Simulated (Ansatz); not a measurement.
Worked example: relaxation of cell and atoms of Mg (P6_3/mmc, 2 atoms in the cell) in Ansatz (a program for electronic structure).

Method: LDA (PW92), default PAW files made with PBE (plane waves; Ansatz).

The change in words: atoms on their sites; basis.ecutwfc: 30.9 Ry → 15.4 Ry; relax: default → cell and atoms. Reference geometry:
```
CELL_PARAMETERS angstrom
      1.60018    -2.77160     0.00000
      1.60018     2.77160     0.00000
      0.00000     0.00000     5.19437
ATOMIC_POSITIONS crystal
  Mg 0.33333 0.66667 0.25963
  Mg 0.66667 0.33333 0.75000
```

Reference input (self-consistent single point, DFT, LDA (PW92), plane waves, default PAW files made with PBE): basis.ecutwfc = 30.9 Ry; kpoints.mp_grid.grid = 12 12 7; hamiltonian.xc = lda; hamiltonian.pseudopotentials = {kind: paw} (the program's default PAW files); scf.occupations.method = fermi_dirac; scf.occupations.width = 0.0073 Ry. This run's input differs from it in these lines:

Ansatz 0.2 input:
```diff
@@ -6,6 +6,6 @@
   atoms:
-    - { symbol: Mg, position_ang: [1.600185, 0.923869, 1.348594] }
-    - { symbol: Mg, position_ang: [1.600185, -0.923869, 3.895778] }
+    - { symbol: Mg, position_ang: [1.600185, 0.923867, 1.298593] }
+    - { symbol: Mg, position_ang: [1.600185, -0.923867, 3.895778] }
 basis:
-  ecutwfc: 30.9 Ry
+  ecutwfc: 15.4 Ry
 kpoints:
@@ -17,2 +17,4 @@
   occupations: { method: fermi_dirac, width: 0.0073 Ry }
+relax:
+  cell: {}
 output:
```

Output, abridged:

```
   [... SCF lines of the steps left out ...]
relax step   1: F+E_penalty+E_count = -3800.84966178 eV  Δ(F+E_penalty+E_count) = +0.000e0 eV  max|allowed force component| = 4.163e-17 eV/Å  Δτ_max = 0.0000 Å  P = -2.515 GPa  Ω = 46.075 Å³  (6 SCF iters, dr2 threshold 1.00e-7 eV, accepted)
relax step   2: F+E_penalty+E_count = -3801.56485933 eV  Δ(F+E_penalty+E_count) = -7.152e-1 eV  max|allowed force component| = 7.864e-17 eV/Å  Δτ_max = 0.0000 Å  P = +13.153 GPa  Ω = 43.504 Å³  energy of the carried Pulay correction = +8.019e-1 eV  [...]
   [... lines left out ...]
relax step  47: F+E_penalty+E_count = -3800.86474915 eV  Δ(F+E_penalty+E_count) = -2.007e-3 eV  max|allowed force component| = 2.776e-17 eV/Å  Δτ_max = 0.0000 Å  P = +0.000 GPa  Ω = 43.401 Å³  energy of the carried Pulay correction = +2.005e-3 eV  [...]
relax step  48: F+E_penalty+E_count = -3800.86029904 eV  Δ(F+E_penalty+E_count) = +4.450e-3 eV  max|allowed force component| = 2.776e-17 eV/Å  Δτ_max = 0.0000 Å  P = -0.025 GPa  Ω = 43.401 Å³  stress off target by 4.35e-2 GPa  SCF on the basis [...]
basis re-selected at this cell: Δ(F+E_penalty+E_count) = +4.450e-3 eV, ΔP = -0.026 GPa vs the last step
the relaxation is at rest under the 24 symmetry operations that the run kept from its start: a minimum is not shown …
Stability not checked: this state was not tested for a lower state beside it, because too few of the mixer's solves of this state at the end of the SCF gave a …
Free energy (F): -3800.860299 eV
Internal energy: -3800.834550 eV  (E = F + TS)
   [... lines left out ...]
Fermi energy:    5.870399 eV
   [... lines left out ...]
  cell:  # Å, volume = 43.4013 Å³
    - [1.5717611740129767, -2.7223702107545824, -8.347428828265604e-32]
    - [1.5717611740129767, 2.7223702107545824, 8.894740658480316e-32]
    - [-1.5812955706712925e-33, 1.6119913082196182e-31, 5.07152898360418]
  atoms:
    - { symbol: Mg, position: [0.33333333333333326, 0.6666666666666666, 0.25000000000000006] }
    - { symbol: Mg, position: [0.6666666666666666, 0.33333333333333326, 0.7500000000000001] }
```

The run converged. 

Summary of the result:
Free energy E − TS (on the zero of these files): -3800.8603 eV
Fermi level (on the code's own zero): 5.87 eV
Pressure: -0.03 GPa
Final cell: a = 3.144 Å, b = 3.144 Å, c = 5.072 Å, α = 90.00°, β = 90.00°, γ = 120.00°
Final volume per atom: 21.70 Å³
Relaxation steps: 48

The starting cell has typed, rounded lattice constants, without a prior relaxation at this level. Its lattice was rescaled by up to half a per cent. The relaxation keeps the symmetry of its start, so its end need not be a minimum. Ansatz's pressure includes its estimate of the finite-basis (Pulay) stress. Without the estimate this run gives -52.21 GPa. The cutoff lies below the one recommended for these files.

Cost on one core of a shared machine: roughly 50 s.
